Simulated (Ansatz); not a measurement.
Tunnelling through a barrier is set by its complex band structure: the current falls as exp(−2κd) with the smallest κ.

Consider the following.

```
C
1.0
    2.51783     0.00000     0.00000
    0.00000     3.56075     0.00000
    1.25892     1.78038     1.25892
C
2
Cartesian
  0.00000   1.78038   0.00000
  1.25892   2.67056   0.00000
```

Space group of this cell: Fd-3m, diamond. The cell is taken as given.

Transport runs along the normal of the first two printed cell vectors, the (110) plane of the conventional cell.

No gap correction and no spin-orbit coupling; mid-gap values are interpolated between computed energies.

State the band gap and the smallest decay constant κ at mid-gap according to r2SCAN run with Ansatz (a first-principles code).

Gap 4.37 eV on a 24×24×24 mesh; κ = 0.265 1/Å, at the zone centre.
